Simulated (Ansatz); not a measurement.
Formation enthalpy of BeTe (model structure, started from the WC type, P-6m2, No. 187, 2 atoms in the cell) at several levels of theory

No measured value is used here.

| level (code) | value (eV/atom) |
|---|---|
| PBE (Ansatz) | 0.404 |
| PBEsol (Ansatz) | 0.354 |
| PBE-D3(BJ) (Ansatz) | 0.419 |
| r²SCAN (Ansatz) | 0.410 |

Density-functional levels without +SOC have no spin–orbit coupling, which shifts binding energies of heavy elements. Each level is taken at its own relaxed cell. Ansatz's density-functional and Hartree–Fock values are scalar-relativistic unless marked +SOC, with PAW data made under PBE.

A model structure was made by putting elements into a prototype or built by hand; it is no filed structure, need not be a known phase, and can be a saddle point held by its symmetry.

Ansatz is a quantum-chemistry and plane-wave program.
